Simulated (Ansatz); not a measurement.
Data:

End structure of the (31-41) surface of hcp Ti in its 1x1 cell, outermost plane spacing 0.12 Å in the ideal cut:

```yaml
crystal:
  lattice:
    - [5.50203, 0.00000, 0.00000]
    - [-0.00868, 9.06012, 0.00000]
    - [0.00000, 0.00000, 27.00000]
  atoms:
    - { symbol: Ti, position: [0.69611, 0.90337, 0.31298] }
    - { symbol: Ti, position: [0.83897, 0.59828, 0.31612] }
    - { symbol: Ti, position: [0.95635, 0.15972, 0.33212] }
    - { symbol: Ti, position: [0.16850, 0.85827, 0.33522] }
    - { symbol: Ti, position: [0.25784, 0.44398, 0.35579] }
    - { symbol: Ti, position: [0.46001, 0.13145, 0.36161] }
    - { symbol: Ti, position: [0.52358, 0.69130, 0.38559] }
    - { symbol: Ti, position: [0.75349, 0.40357, 0.38652] }
    - { symbol: Ti, position: [0.83357, 0.96459, 0.40854] }
    - { symbol: Ti, position: [0.01561, 0.66479, 0.40988] }
    - { symbol: Ti, position: [0.11313, 0.22723, 0.43186] }
    - { symbol: Ti, position: [0.32444, 0.93214, 0.43665] }
    - { symbol: Ti, position: [0.38757, 0.48535, 0.45812] }
    - { symbol: Ti, position: [0.60426, 0.19271, 0.46348] }
    - { symbol: Ti, position: [0.67893, 0.75179, 0.48688] }
    - { symbol: Ti, position: [0.88411, 0.45571, 0.49000] }
    - { symbol: Ti, position: [0.97242, 0.01820, 0.51000] }
    - { symbol: Ti, position: [0.17760, 0.72211, 0.51312] }
    - { symbol: Ti, position: [0.25228, 0.28120, 0.53652] }
    - { symbol: Ti, position: [0.46897, 0.98855, 0.54188] }
    - { symbol: Ti, position: [0.53210, 0.54177, 0.56335] }
    - { symbol: Ti, position: [0.74341, 0.24667, 0.56814] }
    - { symbol: Ti, position: [0.84093, 0.80912, 0.59012] }
    - { symbol: Ti, position: [0.02297, 0.50932, 0.59146] }
    - { symbol: Ti, position: [0.10305, 0.07033, 0.61348] }
    - { symbol: Ti, position: [0.33296, 0.78261, 0.61441] }
    - { symbol: Ti, position: [0.39652, 0.34245, 0.63839] }
    - { symbol: Ti, position: [0.59870, 0.02993, 0.64421] }
    - { symbol: Ti, position: [0.68804, 0.61563, 0.66478] }
    - { symbol: Ti, position: [0.90019, 0.31419, 0.66788] }
    - { symbol: Ti, position: [0.01757, 0.87562, 0.68388] }
    - { symbol: Ti, position: [0.16042, 0.57054, 0.68702] }
```

Slab: 32 atoms, 10.6 Å thick at the start; k 7x4x1, smearing 0.1 eV, dipole-corrected; all atoms relaxed; start symmetry kept, larger cells not searched; no spin, no spin-orbit, no U.

Task: What surface energy (mean of both faces) does PBE run with Ansatz (an electronic-structure program) give?

Result: 2.00 J/m^2

Task: What work function of the top face does PBE give?

Result: 3.58 eV
